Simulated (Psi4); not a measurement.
Psi4 1.11, unrestricted WB97X/def2-svp: W(F)6 triplet ([F][W]([F])([F])([F])([F])[F]), charge 0, multiplicity 3, 7 atoms. The geometry is a generated start, not checked to be a minimum at this level.

- task: energy
- method: wb97x
- basis: def2-svp
- memory: 3 GB
- maxiter: 100
- keys of the molecule block: symmetry c1
- scf_type: df (default)
- guess: auto, which took SAD (default)
- scf_initial_accelerator: adiis (default)
- e_convergence: 1e-06 (default)
- d_convergence: 1e-06 (default)
- dft_radial_points: 75 (default)
- dft_spherical_points: 302 (default)
- effective core potentials: those of the basis set, past Kr
- basis functions: 116
- grid points: 152616

```xyz
7

W      0.0006     0.0001    -0.0011
F      1.1211    -0.4605    -1.3804
F     -1.1193     0.4587     1.3784
F     -1.1558     0.7887    -1.1903
F     -0.8884    -1.5941    -0.1905
F      0.8879     1.5945     0.1935
F      1.1540    -0.7874     1.1904
```

Charge 0 and multiplicity 3 are set for this test and not shown to be the ground state.

One run each on 2 threads. Values of diis_max_vecs tried: 3, 6, 10 (default), 20.

Predict the course of the SCF iterations along this series.

Fewest SCF iterations: 20 with 37. The count rises to 69 at 10 (default). The run ends without SCF convergence in 100 iterations at 3, 6.

| diis_max_vecs | SCF iterations | end |
|---|---|---|
| 3 | 100 | no convergence |
| 6 | 100 | no convergence |
| 10 (default) | 69 | same solution |
| 20 | 37 | same solution |
